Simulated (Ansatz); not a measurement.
Bond-angle distributions (per cent of the angles at each element, bins of 10°) of a relaxed model of amorphous Zr20O43Sc2 at 5.17 g/cm³. All values below come from PBE, scalar-relativistic without spin-orbit coupling (plane waves to 420 eV, PAW; Ansatz, a first-principles code).

The cell was made by melting and quenching with the CHGNet potential and then relaxed with DFT. O atoms were pushed apart under 1.9 Å during the dynamics, to hinder bonds among them. The hot cell started wider than the set density and was brought back towards it in steps. It is the lowest in DFT energy of 2 quenches. It is a model cell: composition and starting density were chosen by hand, and all elements were melted together. No dispersion term was used. Its density started from a set value of 5.17 and ended at 5.17 g/cm³. The quench (nominally 450 K/ps over its main leg) was far faster than any real one, so the model tends to hold more defects than a real film. A cell of this size samples the disorder only roughly. The volume was held where the preparation left it and the shape relaxed, at a PBE pressure of -0.9 GPa (tension). Stress components on the final sampling reach 3.1 GPa. Cycles of charging lowered its energy after that relaxation.

Cut-offs for bonds: Zr-Zr 3.41 Å, Zr-O 2.60 Å, Zr-Sc 3.41 Å, O-O 1.58 Å, O-Sc 2.60 Å, Sc-Sc 3.41 Å. Two cations that share two anions don't count as bonded, nor two that share one unless they lie closer than Zr-Zr 3.32 Å, Zr-Sc 3.32 Å, Sc-Sc 3.32 Å.

```
angle (°)  at Zr  at O
---------  -----  ----
50-60          0     0
60-70          2     0
70-80         29     0
80-90         19     3
90-100        10    19
100-110        6    33
110-120        6    14
120-130        6    10
130-140        7     9
140-150       10     7
150-160        4     5
160-170        2     1
170-180        1     0
```

They go with these counts of neighbours within the cut-offs, cation contacts included: Zr mean 6.2, most often 6; O mean 3.2, most often 3.
